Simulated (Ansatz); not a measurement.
The reference is Ta in the bcc (W type) structure (space group Im-3m, No. 229; a = 3.305 Å). Axes: x, y, z lie along the cube axes.

Method: Ansatz (a first-principles code), r2SCAN, PAW, cutoff 500 eV, scalar-relativistic without spin-orbit coupling.

For the base:

```
Quantity           Result
---------------  --------
Volume per atom  18.05 Å³
Pressure          0.0 GPa
```

Perturbation: tensile biaxial strain of 1.32 % in the plane normal to [001], as in epitaxy on a mismatched substrate; the out-of-plane cell vector and the atoms relax.

Problem. How does this affect the energy relative to the base?

Solution. The energy increases by 4.8 meV/atom.

Problem. What happens to the volume per atom?

Solution. The volume per atom goes up by 0.20 Å³, from 18.05 Å³ to 18.25 Å³.

Problem. How does this affect the pressure?

Solution. The pressure (mean of the normal stresses, compression positive) goes from zero to -2.1 GPa.

Without a gap, meshes like the base's 20×20×20 leave anisotropic stresses uncertain by several tenths of a GPa, and small strain energies with them. Stability against distortions was not tested. All final runs are without spin polarisation.
